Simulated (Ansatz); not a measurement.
Consider Pt in the fcc (Cu type) structure (space group Fm-3m, No. 225; a = 3.918 Å).

One thing is altered: a hydrostatic pressure of 3 GPa.

Levels (all Ansatz, a first-principles code, PAW): PBEsol (420 eV, without spin-orbit coupling); r2SCAN (500 eV, no spin-orbit coupling).

The geometry is relaxed with PBEsol.

```
Quantity           Value
---------------  -------
PBEsol pressure  3.0 GPa
```

Problem. What does r2SCAN give at this geometry for the pressure?

Solution. The pressure rises by 4.9 GPa to 7.9 GPa.

Single points use the geometry relaxed with PBEsol. Their cutoffs differ, which shifts pressures a little. Load acts through the strain it causes; cell and atoms are relaxed under it. No phonon test of stability was made. The final runs are not spin-polarised.
